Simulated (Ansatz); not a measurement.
## ZrC under a change: Zr → Hf

Start from ZrC in the rock salt structure (space group Fm-3m, No. 225; a = 4.669 Å).

Perturbation: Hf takes the place of Zr on all its sites; the structure is relaxed again.

Calculations: PBEsol in Ansatz (plane waves to 420 eV, PAW, no spin-orbit coupling). Settings: 17×17×17 k-points, 0.05 eV Fermi–Dirac smearing.

| quantity | base | changed | shift |
|---|---|---|---|
| volume per atom | 12.72 Å³ | 12.22 Å³ | -0.50 Å³ |
| lattice parameter a | 4.669 Å | 4.607 Å | -0.062 Å |
| shortest interatomic distance | 2.334 Å | 2.304 Å | -0.0308 Å |
| band gap | zero | zero | – |

Final structure:

```yaml
crystal:
  lattice:
    - [0.00000, 2.30361, 2.30361]
    - [2.30361, 0.00000, 2.30361]
    - [2.30361, 2.30361, 0.00000]
  atoms:
    - { symbol: Hf, position: [0.00000, 0.00000, 0.00000] }
    - { symbol: C, position: [0.50000, 0.50000, 0.50000] }
```

No phonon test of stability was made. The final runs are not spin-polarised.

Ansatz is an electronic-structure program.
